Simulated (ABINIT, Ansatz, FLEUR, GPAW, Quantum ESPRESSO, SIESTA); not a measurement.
## Code comparison for Ta₂N (P-3m1, 3 atoms in the cell)

Self-consistent single point.

```xyz
3
Lattice="3.0855 0.0000 0.0000 -1.5427 2.6721 0.0000 0.0000 0.0000 4.8270" Properties=species:S:1:pos:R:3 pbc="T T T"
Ta     1.5427     0.8907     3.5975
Ta     0.0000     1.7814     1.2295
N      0.0000     0.0000     0.0000
```

All programs got the same cell, k-point mesh and kind of occupations (in Ansatz's words: kpoints.mp_grid.grid = 14 14 8; scf.occupations.method = fermi_dirac; scf.occupations.width = 0.136 eV); potentials, basis and cutoffs are each program's usual ones.

```tsv
code	model	pressure (GPa)	largest force (eV/Å)	k-points	cutoff
Ansatz	PBE, PAW files	6.44	0.134	168	default
Quantum ESPRESSO	PBE, SSSP 1.1.2 efficiency (PBE) pseudopotentials	5.56	0.154	168	45 Ry
SIESTA	GGA PBE, numerical atomic orbitals TZP, PseudoDojo PBE standard norm-conserving potentials (rewritten from UPF to PSML)	5.06	0.414	851	grid 300 Ry
ABINIT	PBE, PAW (JTH v2.0 PBE PAW)	6.51	0.145	168	707 eV
GPAW	PBE, GPAW PAW datasets PBE (gpaw-data 1.0.1)	–	0.189	168	900 eV
FLEUR	PBE, all-electron FLAPW (FLEUR), scalar-relativistic valence	–	0.113	168	Kmax 4.5 1/bohr
```

A dash marks a value that a program does not give, or that is left out as unsure.

The spread over the programs that give each value: pressure within 1.45 GPa; largest force within 0.301 eV/Å.

The starting cell comes from a database of computed structures (which also holds hypothetical and non-ambient phases and stackings), without a prior relaxation at this level. Its lattice was rescaled by a random factor within 2.5 % of one. On Ansatz's run: Spin-orbit coupling is off. Spin polarisation is off; with an odd number of electrons in the cell that forces a metal, and a magnetic state may lie lower. In the base run, with a pressure of about 7 GPa the cell is away from its equilibrium volume at this level.

Why do the programs differ, and what cannot be compared?

Differences of this kind can come from the potentials, where these differ, and from what each basis and cutoff leave unconverged. The valence holds different numbers of electrons (Ansatz (an electronic-structure program) 31, Quantum ESPRESSO 31, SIESTA 31, ABINIT 31, GPAW 31, FLEUR 59). The zero of total energies and Fermi levels follows the potentials and each program's conventions, so they are not compared here. SIESTA uses small atom-centred bases, whose incompleteness enters pressures, forces and empty levels differently from a plane-wave cutoff. FLEUR treats all electrons, but the usual bases taken here (sphere radii, linearisation, local orbitals, empty states) were not tested for convergence, so the values are no reference for the others. Ansatz's pressure is given at a fixed set of plane waves, as the other plane-wave codes print theirs; with its correction for the finite basis it is 6.61 GPa. The pressure of GPAW is left out: its cutoff lies under the one at which its stress was checked. The programs reduce the same mesh by symmetry to different extents, which changes the work and not the result. In the pressure, SIESTA (by 1.37) lies more than 1 GPa from the median of the plane-wave programs. In the force vectors, SIESTA (by 0.264) lies more than 0.08 eV/Å from the median of the plane-wave programs.

Left out of this page: Elk (not drawn, or without a comparable value).

Keys are those of Ansatz 0.2.
